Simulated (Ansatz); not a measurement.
A set of related cells and their density of states at the Fermi level.

Cell A: Cu (fcc, Fm-3m), 1 atom in the cell; spin state with PBE: run without spin, k-point mesh 28×28×28 on the run's own vectors.
Cu has the cubic space group Fm-3m (No. 225), the fcc (Cu type) structure, Pearson symbol cF4. Cell: a = 3.629 Å, b = 3.629 Å, c = 3.629 Å, α = 90.00°, β = 90.00°, γ = 90.00°. Cu on 4a has 12 Cu at 2.566 Å (cuboctahedral). (Neighbours: up to the widest gap in distance over summed covalent radii, below 1.35, at either atom.)
(The calculation used a cell of 1 atom; values per cell refer to that cell.)

Cell B: W (bcc, Im-3m), 1 atom in the cell; spin state with PBE: run without spin, k-point mesh 26×26×26 on the run's own vectors.
Space group Im-3m (No. 229); a = b = c = 3.1838 Å, α = β = γ = 90.00°

```tsv
atom	site	symmetry	x	y	z
W	2a	m-3m	0.0000	0.0000	0.0000
```
(The calculation used a cell of 1 atom; values per cell refer to that cell.)

Computed with Ansatz (plane waves, PAW), its PAW set soft_1, cutoff 420 eV, 500 eV for r2SCAN. The structures are at rest with PBE; other levels are single points on them. Neutral cells; Fermi-Dirac smearing of at most 0.10 eV in the solids, energies taken to zero width. The lattices are those relaxed with PBE, so at other levels the solids can be strained, which adds to the spread. The runs are scalar-relativistic, without spin-orbit coupling. A dispersion term ran beside these levels; it doesn't touch the electrons. Both spins, broadened by a Gaussian of 0.2 eV on the run's mesh.

Problem. Give the density of states at the Fermi level (states/eV per atom) at the level r2SCAN, cell by cell.

Solution. 
```
system  r2SCAN
------  ------
A         0.28
B         0.41
```

With r2SCAN the value of B exceeds that of A by 0.13 states/eV per atom.

Problem. And at the other levels?

Solution. 
| system | PBE |
|---|---|
| A | 0.30 |
| B | 0.47 |

With PBE the value of B exceeds that of A by 0.17 states/eV per atom.

Ansatz is a program for electronic structure.
